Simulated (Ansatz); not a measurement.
## SrAlO2F (model structure, started from the SrVO2H type, P4/mmm, No. 123, 5 atoms in the cell): equilibrium lattice constant a by level of theory

No measured value is used here.

```csv
level (code),value (Å)
LDA (Ansatz),3.736
PBEsol (Ansatz),3.776
r²SCAN (Ansatz),3.779
```

Cutoffs differ between the levels. Ansatz's density-functional and Hartree–Fock values are scalar-relativistic unless marked +SOC, with PAW data made under PBE.

A model structure was made by putting elements into a prototype or built by hand; it is no filed structure, need not be a known phase, and can be a saddle point held by its symmetry.

Ansatz is a first-principles code.
